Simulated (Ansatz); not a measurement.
Ansatz (a quantum-chemistry and plane-wave program) run on Mg2Pd (I4/mmm, 3 atoms in the cell): relaxation of cell and atoms.

Method: PBEsol, default PAW files made with PBE (plane waves; Ansatz).

The change in words: atoms on their sites; basis.ecutwfc: 420 eV → 210 eV; relax: default → cell and atoms. Reference geometry:
```xyz
3
Lattice="-1.6281 1.6281 5.0653 1.6281 -1.6281 5.0653 1.6281 1.6281 -5.0653" Properties=species:S:1:pos:R:3 pbc="T T T"
Mg     0.0000     0.0000     6.6068
Mg     0.0000     0.0000     3.5739
Pd     0.0000     0.0000     0.0000
```

Reference input (self-consistent single point, DFT, PBEsol, plane waves, default PAW files made with PBE): basis.ecutwfc = 420 eV; kpoints.mp_grid.grid = 10 10 10; hamiltonian.xc = pbesol; hamiltonian.pseudopotentials = {kind: paw} (the program's default PAW files); scf.occupations.method = fermi_dirac; scf.occupations.width = 0.1 eV. This run's input differs from it in these lines:

Ansatz 0.2 input:
```diff
@@ -7,3 +7,3 @@
   atoms:
-    - { symbol: Mg, position: [0.652156, 0.652156, 0.000000] }
+    - { symbol: Mg, position: [0.647220, 0.647220, 0.000000] }
     - { symbol: Mg, position: [0.352780, 0.352780, 0.000000] }
@@ -11,3 +11,3 @@
 basis:
-  ecutwfc: 420.0 eV
+  ecutwfc: 210.0 eV
 kpoints:
@@ -19,2 +19,4 @@
   occupations: { method: fermi_dirac, width: 0.1 eV }
+relax:
+  cell: {}
 output:
```

Log, with long lists cut:

```
   [... SCF lines of the steps left out ...]
relax step   1: F+E_penalty+E_count = -10721.65608680 eV  Δ(F+E_penalty+E_count) = +0.000e0 eV  max|allowed force component| = 7.964e-2 eV/Å  Δτ_max = 0.0000 Å  P = -2.123 GPa  Ω = 53.708 Å³  (8 SCF iters, dr2 threshold 1.00e-7 eV, accepted)
relax step   2: F+E_penalty+E_count = -10724.00213886 eV  Δ(F+E_penalty+E_count) = -2.346e0 eV  max|allowed force component| = 7.424e-2 eV/Å  Δτ_max = 0.0192 Å  P = +33.300 GPa  Ω = 51.229 Å³  energy of the carried Pulay correction = +2.592e0 eV  (7 [...]
   [... lines left out ...]
relax step 119: F+E_penalty+E_count = -10721.65032500 eV  Δ(F+E_penalty+E_count) = -1.669e-3 eV  max|allowed force component| = 1.535e-4 eV/Å  Δτ_max = 0.0000 Å  P = -0.012 GPa  Ω = 52.866 Å³  energy of the carried Pulay correction = +1.668e-3 eV  [...]
relax step 120: F+E_penalty+E_count = -10721.65287015 eV  Δ(F+E_penalty+E_count) = -2.545e-3 eV  max|allowed force component| = 5.393e-4 eV/Å  Δτ_max = 0.0000 Å  P = -0.040 GPa  Ω = 52.866 Å³  stress off target by 5.97e-2 GPa  SCF on the basis [...]
basis re-selected at this cell: Δ(F+E_penalty+E_count) = -2.545e-3 eV, ΔP = -0.028 GPa vs the last step
   [... lines left out ...]
Free energy (F): -10721.652870 eV
Fermi energy:    10.536888 eV
Error: variable-cell relaxation did not converge after 120 `relax_step` rows, as none of its last 50 fresh-basis SCF(s) at a relaxed cell met both thresholds with a finite energy. The last misses `relax.cell.stress_tol`: largest allowed force component 5.39e-4 eV/Å (`relax.f_tol` 1.00e-2 eV/Å), stress off the target on the free part of the cell 5.97e-2 GPa (`relax.cell.stress_tol` 5.00e-2 GPa), F+E_penalty+E_count -10721.65287015 eV. The closest is row 118, whose structure comes with this error. Larger ratio of force or stress to its threshold at each such SCF whose figures are numbers: 49.337, 44.670, 32.990, 24.760, 19.540, 13.411, 7.793, 8.660, 10.058, 10.154, 10.659, 11.730, [...]
   [... lines left out ...]
to start a new deck from the relaxed geometry:
  cell:  # Å, volume = 52.8681 Å³
    - [-1.6042016745182328, 1.6042016745182328, 5.135887602751003]
    - [1.6042016745182328, -1.6042016745182328, 5.135887602751003]
    - [1.6042016745182328, 1.6042016745182328, -5.135887602751003]
  atoms:
    - { symbol: Mg, position: [0.6458425660541334, 0.6458425660541334, -1.3179103786897763e-35] }
    - { symbol: Mg, position: [0.35415743394586674, 0.35415743394586674, -1.590412983934801e-35] }
    - { symbol: Pd, position: [1.1070105223096583e-19, 1.1070105223096583e-19, 2.0889655206935288e-36] }
```

The relaxation ended unconverged. 

The starting cell comes from a database of computed structures (which also holds hypothetical and non-ambient phases and stackings), without a prior relaxation at this level. Its lattice was rescaled by up to half a per cent. The cutoff lies below the one recommended for these files.

Cost on one core of a shared machine: roughly 3 min.
